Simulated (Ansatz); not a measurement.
Defect migration in silicon with all lengths changed by -1 %: interstitial P, charge state -1. All values below come from PBE, PAW (plane waves to 420 eV; Ansatz, a program for electronic structure).

64-site cell at the strained lattice (strain from the relaxed PBE one, atoms relaxed), a 2×2×2 k-point mesh shifted by half a step, smearing 0.01 eV, spin-restricted, no finite-size correction. Energies are static. The charge state is imposed; whether it is stable for some Fermi level was not computed. Sites that were not tried may lie lower.

Barriers: single points on a 3×3×3 k-point mesh shifted by half a step at the bands' geometries.

Relaxed starting cell (atoms counted from 1):

```
CELL_PARAMETERS angstrom
     10.83060     0.00000     0.00000
      0.00000    10.83060     0.00000
      0.00000     0.00000    10.83060
ATOMIC_POSITIONS crystal
  Si 0.99976 0.99938 0.25074
  Si 0.00105 0.00215 0.75025
  Si 0.99866 0.50024 0.24870
  Si 0.99424 0.50237 0.75473
  Si 0.50136 0.00075 0.24891
  Si 0.50012 0.00228 0.74827
  Si 0.50683 0.50008 0.23716
  Si 0.49863 0.50264 0.74751
  Si 0.12409 0.37687 0.12331
  Si 0.11359 0.37678 0.63071
  Si 0.12639 0.87754 0.12423
  Si 0.12464 0.87623 0.62585
  Si 0.63120 0.37466 0.11812
  Si 0.62338 0.37421 0.62352
  Si 0.62610 0.87487 0.12555
  Si 0.62421 0.87496 0.62425
  Si 0.00227 0.25009 0.99774
  Si 0.99718 0.25103 0.49967
  Si 0.99875 0.75205 0.00204
  Si 0.00089 0.74968 0.49999
  Si 0.50000 0.25156 0.99798
  Si 0.51264 0.23658 0.49413
  Si 0.50177 0.75179 0.99926
  Si 0.49614 0.75088 0.50126
  Si 0.12306 0.12470 0.37719
  Si 0.12925 0.12841 0.87113
  Si 0.12196 0.63027 0.36829
  Si 0.12299 0.62758 0.87652
  Si 0.63713 0.11471 0.37267
  Si 0.62569 0.12619 0.87363
  Si 0.61883 0.62157 0.37740
  Si 0.62540 0.62469 0.87495
  Si 0.25112 0.00522 0.00124
  Si 0.24996 0.99988 0.50017
  Si 0.24957 0.50106 0.99817
  Si 0.21702 0.53143 0.52919
  Si 0.74996 0.00063 0.99953
  Si 0.75639 0.99424 0.50216
  Si 0.75333 0.50194 0.99841
  Si 0.74851 0.49932 0.50032
  Si 0.40573 0.34470 0.33996
  Si 0.37591 0.37753 0.87313
  Si 0.37587 0.87702 0.37422
  Si 0.37786 0.88307 0.88060
  Si 0.87364 0.37583 0.37400
  Si 0.87460 0.37525 0.87712
  Si 0.87685 0.87187 0.37560
  Si 0.87526 0.87624 0.87419
  Si 0.24362 0.24678 0.24644
  Si 0.25284 0.25526 0.74373
  Si 0.25274 0.75215 0.24760
  Si 0.24814 0.76239 0.76195
  Si 0.75210 0.24926 0.24745
  Si 0.75104 0.25229 0.74981
  Si 0.74658 0.74851 0.25401
  Si 0.74931 0.75087 0.74981
  Si 0.37565 0.12747 0.12532
  Si 0.37661 0.12624 0.62060
  Si 0.37530 0.62613 0.12148
  Si 0.36935 0.64077 0.63723
  Si 0.87764 0.12491 0.12310
  Si 0.87495 0.12532 0.62596
  Si 0.87328 0.62718 0.12677
  Si 0.87353 0.62548 0.62407
  P  0.39551 0.43915 0.51762
```
Cell charge -1.

End state 1 differs by these moves (Å; atoms that move under 0.08 Å are left out):

```
atom  element     Δx     Δy     Δz
----  -------  -----  -----  -----
4          Si   0.07  -0.01  -0.07
7          Si   0.06  -0.05  -0.03
10         Si   0.09  -0.08  -0.02
13         Si   0.07  -0.01  -0.05
20         Si  -0.08   0.08   0.01
22         Si  -0.07   0.03   0.05
27         Si  -0.10   0.03   0.08
29         Si  -0.07   0.06   0.00
38         Si  -0.04   0.07  -0.02
46         Si   0.02   0.02  -0.07
47         Si  -0.03   0.08  -0.02
50         Si   0.00  -0.07   0.08
51         Si   0.00  -0.08   0.07
65          P  -0.02   0.89  -0.88
```

Task: Predict the forward and backward barriers to end state 1 from PBE, PAW.

Result: forward 0.098 eV, backward 0.098 eV; at the saddle point atom 65 has neighbours Si at 2.15, Si at 2.20, Si at 2.61, 2 Si at 2.79 Å. The saddle point's order was not checked, and it lies on a symmetry element of the cell, where a band can be held.
